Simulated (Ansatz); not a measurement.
Defect migration in orthorhombic CsPbCl3: interstitial F, charge state -1. The step: several atoms move together, F the farthest; the atom moves 3.61 Å along (0.00, 0.32, 0.00) of the unit cell; the moving atom starts with neighbours Pb at 2.34, Pb at 2.56 Å and ends with Pb at 2.34, Pb at 2.56 Å. DFT values are from Ansatz (plane-wave PAW, 420 eV unless said) in a cell of 80 host sites, spin-restricted, static, with no finite-size correction. The charge state is imposed; whether it is stable for some Fermi level was not computed. Sites that were not tried may lie lower. For the PBE band: the saddle point's order was not checked, and it lies on a symmetry element of the cell, where a band can be held.

```
Level                                                              Forward barrier (eV)  Cost of the band or of the saddle's single point
-----------------------------------------------------------------  --------------------  ------------------------------------------------
PBE, the Γ point alone, band relaxed                                               0.30                         very roughly 4 core-hours
PBE, a 2×2×2 k-point mesh shifted by half a step, same geometries                  0.16                           roughly 19 core-minutes
r2SCAN at 500 eV, the Γ point alone, same geometries                               0.28                            roughly 6 core-minutes
```

Ansatz is an electronic-structure program.
